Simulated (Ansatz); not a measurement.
## Converging the k-point mesh: Ti3Al (P3m1, 8 atoms in the cell)

```xyz
8
Lattice="5.7764 0.0000 0.0000 -2.8882 5.0025 0.0000 0.0000 0.0000 4.6537" Properties=species:S:1:pos:R:3 pbc="T T T"
Ti     2.8882     3.3007     1.1634
Ti     0.0000     1.7019     3.4903
Ti    -1.4144     4.1516     3.4903
Ti     4.3026     0.8509     1.1634
Ti     1.4739     0.8509     1.1634
Ti     1.4144     4.1516     3.4903
Al     0.0000     3.3350     1.2134
Al     2.8882     1.6675     3.4903
```

Level of theory: LDA (PW92), default PAW files made with PBE (plane waves; Ansatz, an electronic-structure program).

Base settings: basis.ecutwfc = 420 eV; kpoints.mp_grid.grid = 6 6 6; hamiltonian.xc = lda; hamiltonian.pseudopotentials = {kind: paw} (the program's default PAW files); scf.occupations.method = fermi_dirac; scf.occupations.width = 0.1 eV.

The second cell is the first with its lattice scaled by 0.98.

Only quantities that move along the ladder and can be compared are tabulated.

The count of work is k-points × plane waves × bands × iterations; it is no time. 

The starting cell comes from a database of computed structures (which also holds hypothetical and non-ambient phases and stackings), without a prior relaxation at this level. Its lattice was rescaled by up to half a per cent. One atom was moved a little off its site on purpose. Spin polarisation is off. In the base run, with a pressure of about -8 GPa the cell is away from its equilibrium volume at this level. Ansatz's pressure includes its estimate of the finite-basis (Pulay) stress.

Steps (kpoints.mp_grid.grid): 1 1 1; 1 1 2; 2 2 2; 2 2 3; 3 3 3; 4 4 4; 5 5 5; 6 6 6; 6 6 7; 8 8 8; 14 14 15.

Q: What is the coarsest kpoints.mp_grid.grid that holds the energy of the compressed cell less the first within 0.5 meV/atom of the last step, with all finer ones?

A: 3 3 3, at 0.023 of the last step's count of work; the step before is off by 2.4 meV/atom.

Q: What is the coarsest kpoints.mp_grid.grid that holds the pressure within 0.5 GPa of the last step, with all finer ones?

A: 2 2 2, at 0.013 of the last step's count of work; the step before is off by 4.0 GPa.

Q: What is the coarsest kpoints.mp_grid.grid that holds the forces within 0.02 eV/Å of the last step, with all finer ones?

A: 4 4 4, at 0.043 of the last step's count of work; the step before is off by 0.073 eV/Å.

| kpoints.mp_grid.grid | free energy less the last step's (meV/atom) | energy of the compressed cell less the first (meV/atom) | pressure (GPa) | largest difference of a force vector from the last step's (eV/Å) | count of work / last |
|---|---|---|---|---|---|
| 1 1 1 | -288.34 | -82.29 | -15.92 | 1.267 | 0.0038 |
| 1 1 2 | -6.83 | -60.14 | -12.21 | 1.010 | 0.0066 |
| 2 2 2 | 37.25 | -29.22 | -7.83 | 0.192 | 0.013 |
| 2 2 3 | -11.21 | -33.82 | -8.60 | 0.038 | 0.013 |
| 3 3 3 | -0.22 | -31.03 | -8.20 | 0.073 | 0.023 |
| 4 4 4 | -0.59 | -31.49 | -8.24 | 0.009 | 0.043 |
| 5 5 5 | -0.09 | -31.39 | -8.24 | 0.006 | 0.062 |
| 6 6 6 | -0.09 | -31.44 | -8.24 | 0.001 | 0.11 |
| 6 6 7 | 0.05 | -31.40 | -8.24 | 0.002 | 0.12 |
| 8 8 8 | -0.01 | -31.42 | -8.24 | 0.001 | 0.21 |
| 14 14 15 | 0.00 | -31.41 | -8.24 | 0.000 | 1.0 |

Keys are those of Ansatz 0.2.
